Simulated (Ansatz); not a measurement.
Output of an Ansatz run (abridged):

```
WARN the atoms were moved onto the symmetric positions of the space group found under crystal.symmetry.tolerance 1.0e-5 (fractional …
WARN ansatz: RAYON_NUM_THREADS=1 ignored (pool sized by the plan → 1); use --threads N
Pseudopotentials: kind: paw
Pseudopotential: Co, paw, valence charge 17
Pseudopotential: Si, paw, valence charge 4
Crystal: 9 atoms, lattice volume = 268.501 Å³
Basis set: ecut = 420 eV, 5257 PW (Γ), exchange–correlation on 54×54×300 points (8 copies of the dense FFT grid, shifted against one another)
Bands: 47, of which v1, the nominal top of the filled ones, is band 38 counted from 1 (37 counted from 0)
Symmetry: 12 space group operations
Space group: P-3m1 (ITA 164), of the structure as read, at distance tolerance 6.5e-5 Å
k-points: 12 of 81
PAW frozen core: Co, regenerated for the run's functional, and the local potential with it
PAW frozen core: Si, regenerated for the run's functional, and the local potential with it
Initial density: superposition of atomic densities (neutral atoms: chi_scale 0, normalization atom), corrected by the library's trained network
Initial wavefunctions: pseudopotential atomic-orbital guess
Eigensolver: davidson
Functional: x = pbesol(κ = 0.804, μ = 0.12345679012345678), c = pbesol(β = 0.046)
SCF iter   1: F=—  HF=-19010.465136 eV  |F-HF|=—  |Δ(HF+E_count)|=         —  Δρ=1.40e-2  dr2=3.93e-1  ethr=1.77e-3  ⟨swp⟩=10.8  Hψ=3176  notcnv=0  defer=3
all-band conjugate gradients solve this SCF's bands
preconditioner: auto → LDOS
SCF iter   2: F=—  HF=-19010.453223 eV  |F-HF|=—  |Δ(HF+E_count)|=   1.19e-2  Δρ=1.34e-2  dr2=2.63e-1  ethr=5.24e-4  ⟨swp⟩=2.9  Hψ=1176  notcnv=0  defer=12
SCF iter   3: F=—  HF=-19010.428136 eV  |F-HF|=—  |Δ(HF+E_count)|=   2.51e-2  Δρ=1.14e-3  dr2=3.74e-3  ethr=3.51e-4  ⟨swp⟩=2.0  Hψ=815  notcnv=0  defer=12
SCF iter   4: F=—  HF=-19010.429980 eV  |F-HF|=—  |Δ(HF+E_count)|=   1.84e-3  Δρ=1.29e-3  dr2=3.44e-3  ethr=4.98e-6  ⟨swp⟩=2.8  Hψ=1038  notcnv=0  defer=12
SCF iter   5: F=—  HF=-19010.430056 eV  |F-HF|=—  |Δ(HF+E_count)|=   7.60e-5  Δρ=3.89e-4  dr2=2.35e-4  ethr=4.59e-6  ⟨swp⟩=2.4  Hψ=760  notcnv=0  defer=12
SCF iter   6: F=—  HF=-19010.430223 eV  |F-HF|=—  |Δ(HF+E_count)|=   1.67e-4  Δρ=1.40e-4  dr2=3.60e-5  ethr=3.14e-7  ⟨swp⟩=2.2  Hψ=798  notcnv=0  defer=12
SCF iter   7: F=—  HF=-19010.430290 eV  |F-HF|=—  |Δ(HF+E_count)|=   6.67e-5  Δρ=2.17e-5  dr2=1.18e-6  ethr=4.79e-8  ⟨swp⟩=2.1  Hψ=827  notcnv=0  defer=12
SCF iter   8: F=—  HF=-19010.430291 eV  |F-HF|=—  |Δ(HF+E_count)|=   1.16e-6  Δρ=1.85e-5  dr2=7.73e-7  ethr=1.57e-9  ⟨swp⟩=2.2  Hψ=940  notcnv=0  defer=12
SCF iter   9: F=-19010.430291 eV  HF=-19010.430291 eV  |F-HF|=5.26e-8  |Δ(HF+E_count)|=   6.40e-8  Δρ=3.35e-6  dr2=2.13e-8  ethr=1.33e-10  ⟨swp⟩=13.2  Hψ=2919  notcnv=0
SCF 1 converged in 9 iterations: F = -19010.430291 eV  dr2 = 2.13e-8
SCF converged after 9 iterations
Free energy (F): -19010.430291 eV
Harris-Foulkes:  -19010.430291 eV  (|F-HF|=5.26e-8)
Internal energy: -19010.243366 eV  (E = F + TS)
E sigma→0 (E₀):  -19010.336828 eV
Entropy (-TS):   -0.186925 eV (-20.769 meV/atom)
Fermi energy:    2.579839 eV
--- Per-component energies (eV) ---
  E_band       = -1602.220926
  E_kinetic    = 1631.697743
  E_local      = -63567.980076  (includes V_loc(G=0)·N_el)
  E_nonlocal   = 1514.068955
  E_hartree    = 30605.963593
  E_xc         = -810.467835
  E_vxc        = -906.787918  (∫ρ·V_xc dr)
  E_paw        = -7444.279676  (= ΣΔE_a)
  E_vpaw       = -1485.143372  (= ΣTr[D̂ρ^β])
  E_aug_tail   = 0.000305  (compensation charges beyond the density's cutoff)
  E_ewald      = 19059.999003
  E_core_change = 0.754622  (= ΣΔE_core)
  E_smearing   = -0.186925  (= −TS)
  E_closure    = 0.000000  (closes the sum)
  Σ components = -19010.430291   (vs F -19010.430291, Δ=0.00e0)
--- Forces (eV/Å), atoms counted from 1 ---
  atom   1  Co    -0.00000000     0.00000000    -0.35151994
  atom   2  Co    -0.00000000     0.00000000     0.00000000
  atom   3  Co     0.00000000    -0.00000000     0.35151994
  atom   4  Si     0.00000000     0.00000000     0.67325824
  atom   5  Si    -0.00000000     0.00000000    -0.02244413
  atom   6  Si     0.00000000    -0.00000000    -0.32287595
  atom   7  Si    -0.00000000     0.00000000     0.32287595
  atom   8  Si     0.00000000    -0.00000000     0.02244413
  atom   9  Si     0.00000000    -0.00000000    -0.67325824
  max |Σ_I F_I| component: 9.25e-18 eV/Å
--- Stress (GPa, compression-positive) ---
       -3.170052      -0.000000       0.000000
       -0.000000      -3.170052       0.000000
        0.000000       0.000000      -1.445070
  P = ⅓ Tr σ = -2.5951 GPa (-25.951 kbar)
  The stress holds the Pulay correction. Without it, at fixed plane waves, as pw.x and ABINIT print it: P = -2.6285 GPa
--- Band table (eV; the first three rows and the last of 12) ---
  k-point 0: bands = ["-91.8704", "-91.7152", "-91.7152", "-55.3381", "-55.3381", "-55.3023", "-55.1900", "-55.1900", "-55.1900", "-55.1900", "-55.1232", "-55.1232", "-10.1594", "-9.0592", "-7.6084", "-5.1955", "-3.0932", "-1.3435", "-1.3435", [...]
  k-point 1: bands = ["-91.8704", "-91.7153", "-91.7152", "-55.3383", "-55.3381", "-55.3023", "-55.1902", "-55.1902", "-55.1901", "-55.1901", "-55.1232", "-55.1232", "-9.9928", "-8.8961", "-7.4443", "-5.0921", "-3.0864", "-1.8214", "-1.3285", [...]
  k-point 2: bands = ["-91.8704", "-91.7152", "-91.7152", "-55.3389", "-55.3383", "-55.3022", "-55.1908", "-55.1908", "-55.1902", "-55.1902", "-55.1231", "-55.1231", "-9.4980", "-8.4140", "-6.9643", "-4.8339", "-3.3480", "-2.6677", "-2.0728", [...]
  k-point 11: bands = ["-91.8704", "-91.7152", "-91.7152", "-55.3394", "-55.3394", "-55.3021", "-55.1914", "-55.1914", "-55.1914", "-55.1914", "-55.1230", "-55.1230", "-6.1608", "-6.0410", "-6.0410", "-5.5683", "-4.9056", "-4.9056", "-2.8149", [...]
```

The structure:

```xyz
9
Lattice="3.7787 0.0000 0.0000 1.8894 3.2725 0.0000 0.0000 0.0000 21.7133" Properties=species:S:1:pos:R:3 pbc="T T T"
Co     0.0000     0.0000     7.7713
Co     1.8894     1.0908    10.8567
Co     3.7787     2.1816    13.9420
Si     3.7787     2.1816     7.0000
Si     1.8894     1.0908     8.5427
Si     0.0000     0.0000    10.0853
Si     3.7787     2.1816    11.6280
Si     1.8894     1.0908    13.1706
Si     0.0000     0.0000    14.7133
```

Problem. Write an input that gives this output.

Solution. Other spellings and defaults could give the same log, and not every line can be read from it. The input that was run (DFT, PBEsol, plane waves, default PAW files made with PBE):

Ansatz 0.2 input:
```yaml
crystal:
  lattice:
    - [3.778722, 0.000000, 0.000000]
    - [1.889361, 3.272469, 0.000000]
    - [0.000000, 0.000000, 21.713302]
  atoms:
    - { symbol: Co, position_ang: [0.000000, 0.000000, 7.771299] }
    - { symbol: Co, position_ang: [1.889359, 1.090822, 10.856694] }
    - { symbol: Co, position_ang: [3.778724, 2.181647, 13.942003] }
    - { symbol: Si, position_ang: [3.778724, 2.181647, 6.999999] }
    - { symbol: Si, position_ang: [1.889359, 1.090822, 8.542708] }
    - { symbol: Si, position_ang: [0.000000, 0.000000, 10.085308] }
    - { symbol: Si, position_ang: [3.778724, 2.181647, 11.627994] }
    - { symbol: Si, position_ang: [1.889359, 1.090822, 13.170594] }
    - { symbol: Si, position_ang: [0.000000, 0.000000, 14.713303] }
basis:
  ecutwfc: 420.0
kpoints:
  mp_grid: { grid: [9, 9, 1] }
hamiltonian:
  xc: pbesol
  pseudopotentials: { kind: paw }
scf:
  occupations: { method: fermi_dirac, width: 0.1 }
output:
  forces: true
  eigenvalues: true
  stress: true
```

The starting cell has typed, rounded lattice constants, without a prior relaxation at this level. The slab is cut from that crystal, and its faces are unrelaxed. Its lattice was rescaled by up to half a per cent. Spin polarisation is off.

Ansatz is an electronic-structure program.
